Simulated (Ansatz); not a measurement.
Terminations of the (100) surface of fcc Ir, measured from the surface 'clean 1x1'. Atoms come from or go to: Al: fcc Al, Cr: bcc Cr, antiferromagnetic, Fe: bcc Fe, ferromagnetic, Ir: fcc Ir, Mg: hcp Mg, Mn: fcc-type Mn, layered antiferromagnet, Mo: bcc Mo, Ni: fcc Ni, ferromagnetic, Pt: fcc Pt, V: bcc V, W: bcc W. ΔE is the energy of forming the row's surface from that one (negative: more stable at these reservoirs); the vacuum level's shift is aligned on the shared bottom. No zero-point or thermal terms. These are constructed structures in small cells; real faces may alloy, dewet or reconstruct in larger ones, and not all known structures of the face are among them. Slabs of about 10 Å with all that they carry, Fermi-Dirac smearing of 0.1 eV. Bottom of the slabs: a bare face, its two planes held. Relaxed from the named starts with such symmetry as they have, on meshes of like density; energies extrapolated to zero smearing; no spin-orbit coupling, no U. Spin-polarised runs, if any, are marked in brackets, and their order is one that fits the cell; the others ran without spin. A dash marks a value that is undefined for that row (no clear gap, or no work function of a gapped slab) or was not read reliably on its mesh.

These are PBE (plane waves to 420 eV, PAW; Ansatz, a first-principles code) values and carry that method's errors.

```json
[
 {"surface": "one row in 4 of the top plane missing", "atoms added per 1x1": "-0.25 Ir", "ΔE per 1x1 (eV)": "[?]", "shift of the vacuum level (eV)": "-0.24", "work function (eV)": "5.31"},
 {"surface": "a layer of V in place of the second plane [spin start, no net moment]", "atoms added per 1x1": "-1 Ir, +1 V", "ΔE per 1x1 (eV)": "-1.46", "shift of the vacuum level (eV)": "-0.78", "work function (eV)": "4.73"},
 {"surface": "a pseudomorphic layer of Mg in the host's stacking", "atoms added per 1x1": "+1 Mg", "ΔE per 1x1 (eV)": "-1.14", "shift of the vacuum level (eV)": "-1.54", "work function (eV)": "4.01"},
 {"surface": "a pseudomorphic layer of Fe in the host's stacking [spin, 3.0 μB a cell]", "atoms added per 1x1": "+1 Fe", "ΔE per 1x1 (eV)": "-0.14", "shift of the vacuum level (eV)": "-1.32", "work function (eV)": "4.23"},
 {"surface": "one row in 3 of the top plane missing", "atoms added per 1x1": "-0.333 Ir", "ΔE per 1x1 (eV)": "[?]", "shift of the vacuum level (eV)": "-0.31", "work function (eV)": "5.24"},
 {"surface": "a layer of Al in place of the second plane", "atoms added per 1x1": "+1 Al, -1 Ir", "ΔE per 1x1 (eV)": "-1.51", "shift of the vacuum level (eV)": "-0.13", "work function (eV)": "5.37"},
 {"surface": "a pseudomorphic layer of W in the host's stacking", "atoms added per 1x1": "+1 W", "ΔE per 1x1 (eV)": "0.28", "shift of the vacuum level (eV)": "-0.52", "work function (eV)": "5.03"},
 {"surface": "a pseudomorphic layer of Pt in the host's stacking", "atoms added per 1x1": "+1 Pt", "ΔE per 1x1 (eV)": "-0.50", "shift of the vacuum level (eV)": "-0.05", "work function (eV)": "5.49"},
 {"surface": "a pseudomorphic layer of Cr in the host's stacking [spin, 3.4 μB a cell]", "atoms added per 1x1": "+1 Cr", "ΔE per 1x1 (eV)": "0.07", "shift of the vacuum level (eV)": "-1.65", "work function (eV)": "3.90"},
 {"surface": "a pseudomorphic layer of Mo in the host's stacking", "atoms added per 1x1": "+1 Mo", "ΔE per 1x1 (eV)": "[?]", "shift of the vacuum level (eV)": "-0.76", "work function (eV)": "4.78"},
 {"surface": "a layer of Mn in place of the second plane [spin, 2.3 μB a cell]", "atoms added per 1x1": "-1 Ir, +1 Mn", "ΔE per 1x1 (eV)": "[?]", "shift of the vacuum level (eV)": "-0.33", "work function (eV)": "5.20"},
 {"surface": "a pseudomorphic layer of Ni in the host's stacking [spin start, no net moment]", "atoms added per 1x1": "+1 Ni", "ΔE per 1x1 (eV)": "[?]", "shift of the vacuum level (eV)": "-0.87", "work function (eV)": "4.67"}
]
```

Question: Complete the blanks.

Answer: 
- one row in 4 of the top plane missing, ΔE per 1x1 (eV): 0.10
- one row in 3 of the top plane missing, ΔE per 1x1 (eV): 0.14
- a pseudomorphic layer of Mo in the host's stacking, ΔE per 1x1 (eV): 0.01
- a layer of Mn in place of the second plane [spin, 2.3 μB a cell], ΔE per 1x1 (eV): -0.53
- a pseudomorphic layer of Ni in the host's stacking [spin start, no net moment], ΔE per 1x1 (eV): -0.30
